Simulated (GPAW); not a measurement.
Checking a run of GPAW on KMg6Nb (Amm2, 8 atoms in the cell). The aim is a self-consistent single point with DFT PBEsol, plane waves, GPAW PAW datasets PBEsol (made by gpaw-setup).

Cell that was meant: a = 4.5805 Å, b = 6.5571 Å, c = 6.5571 Å, α = 89.54°, β = 90.00°, γ = 90.00°.

Part of the input:

```python
              cell=[[4.580540, 0.000000, 0.000000],
                    [0.000000, 4.618020, 4.655005],
                    [0.000000, -4.618020, 4.655005]],
              positions=[[0.500000, 0.869920, 0.869920],
                         [0.500000, 0.370570, 0.881190],
                         [0.500000, 0.881190, 0.370570],
                         [0.000000, 0.157490, 0.595470],
                         [0.000000, 0.595470, 0.157490],
                         [0.000000, 0.595420, 0.595420],
                         [0.000000, 0.153870, 0.153870],
                         [0.500000, 0.376070, 0.376070]],
              pbc=True)

calc = GPAW(mode={'name': 'pw', 'ecut': 800},
```

Output, abridged:

```
Input parameters:
  convergence: {density: 1e-05,
                energy: 1e-05}
  kpts: [6 4 4]
  maxiter: 100
  mode: {ecut: 800,
   [... lines left out ...]
   7 Nb     0.500000    0.376070    0.376070    ( 0.0000,  0.0000,  0.0000)

Unit cell:
           periodic     x           y           z      points  spacing
  1. axis:    yes    4.580540    0.000000    0.000000    30     0.1527
  2. axis:    yes    0.000000    4.618020    4.655005    45     0.1457
  3. axis:    yes    0.000000   -4.618020    4.655005    45     0.1457

  Lengths:   4.580540   6.557071   6.557071
  Angles:   89.542960  90.000000  90.000000

Effective grid spacing dv^(1/3) = 0.1480
     iter     time        total  log10-change:
                         energy   eigst   dens
iter:   1 --:--:--  4283.568085
iter:   2 --:--:--  4254.745904   +1.96  -0.65
iter:   3 --:--:--  4340.934542   +1.52  -0.67
iter:   4 --:--:--  4394.534866   +1.22  -0.82
iter:   5 --:--:--  4397.070027   +0.85  -0.95
   [... 10 lines left out ...]
iter:  16 --:--:--  4421.757731   -1.72  -2.54
iter:  17 --:--:--  4421.751202   -1.91  -2.66
iter:  18 --:--:--  4421.755702   -2.11  -2.70
iter:  19 --:--:--  4421.755636   -2.29  -2.90
iter:  20 --:--:--  4421.755443c  -2.48  -3.01
   [... lines left out ...]
iter:  33 --:--:--  4421.755218c  -4.89  -4.97
iter:  34 --:--:--  4421.755218c  -5.07  -5.06c
iter:  35 --:--:--  4421.755217c  -5.25  -5.20c
iter:  36 --:--:--  4421.755217c  -5.42  -5.50c
iter:  37 --:--:--  4421.755217c  -5.60  -5.54c
iter:  38 --:--:--  4421.755217c  -5.78  -5.58c
   [... 5 lines left out ...]
iter:  44 --:--:--  4421.755217c  -6.83  -6.28c
iter:  45 --:--:--  4421.755217c  -7.01  -6.50c
iter:  46 --:--:--  4421.755217c  -7.18  -6.52c
iter:  47 --:--:--  4421.755217c  -7.36  -6.72c
iter:  48 --:--:--  4421.755217c  -7.53c -6.78c
Converged after 48 iterations.

Dipole moment: (-16.444108, -17.902234, -17.556038) |e|*Ang

Energy contributions relative to reference atoms: (reference = -152835.149546)

Kinetic:       +4944.390899
Potential:     -354.040150
External:        +0.000000
XC:            -424.829500
Entropy (-ST):   -0.041811
Local:         +256.275779
SIC:             +0.000000
--------------------------
Free energy:   +4421.755217
Extrapolated:  +4421.755217

Showing only first 2 kpts
 Kpt  Band  Eigenvalues  Occupancy
  0    39     -0.42345    2.00000
  0    40      0.11376    2.11308
  0    41      0.42837    1.18203
  0    42      1.26011    0.00000

  1    39     -0.33694    2.00001
  1    40      0.23006    2.15208
  1    41      0.35544    1.70092
   [... lines left out ...]
Fermi level: 0.48057
No gap
   [... lines left out ...]
  4 Mg -1154.45097 1038.59283 -1618.32799
  5 Mg -1317.38850  908.41806  908.41925
  6 Mg -906.99212 -1316.71187 -1316.71213
  7 Nb 3057.03494 -1167.26511 -1167.26922

Stress tensor:
   -11.455698    -2.513751    -2.513753
    -2.513751   -12.151101    -2.551037
    -2.513753    -2.551037   -12.151097
Stress (GPa, Voigt): [-1835.4051 -1946.8211 -1946.8203  -408.7211  -402.7477  -402.7474]
```

Is this run sound? If not, what is wrong?

The run is not sound. The fault is this: fractional coordinates typed as Cartesian. Numbers meant as fractions of the cell vectors were read as lengths, or the reverse, so the atoms sit in the wrong places. To fix it, make label and numbers agree, by changing either. The run converged in 48 iterations without an error; against the sound input the free energy goes up by 555 eV/atom, the pressure goes from -1.18 to 1910 GPa and the largest force goes from 0.056 to 3474 eV/Å.

An input that runs soundly differs in these lines (not the only fix; some lines may just follow from the change or write a value another way):
```diff
-              positions=[[0.500000, 0.869920, 0.869920],
-                         [0.500000, 0.370570, 0.881190],
-                         [0.500000, 0.881190, 0.370570],
-                         [0.000000, 0.157490, 0.595470],
-                         [0.000000, 0.595470, 0.157490],
-                         [0.000000, 0.595420, 0.595420],
-                         [0.000000, 0.153870, 0.153870],
-                         [0.500000, 0.376070, 0.376070]],
+              scaled_positions=[[0.500000, 0.869920, 0.869920],
+                                [0.500000, 0.370570, 0.881190],
+                                [0.500000, 0.881190, 0.370570],
+                                [0.000000, 0.157490, 0.595470],
+                                [0.000000, 0.595470, 0.157490],
+                                [0.000000, 0.595420, 0.595420],
+                                [0.000000, 0.153870, 0.153870],
+                                [0.500000, 0.376070, 0.376070]],
```

With that input, the run converged in 21 iterations: free energy E − TS (from the program's reference atoms) -20.9130 eV; Fermi level (on the code's own zero) 3.70 eV; pressure -1.18 GPa; largest force (vector length) 0.056 eV/Å (DFT PBEsol, plane waves, GPAW PAW datasets PBEsol (made by gpaw-setup)).

On the sound input: the starting cell comes from a database of computed structures (which also holds hypothetical and non-ambient phases and stackings), without a prior relaxation at this level. Spin polarisation is off.
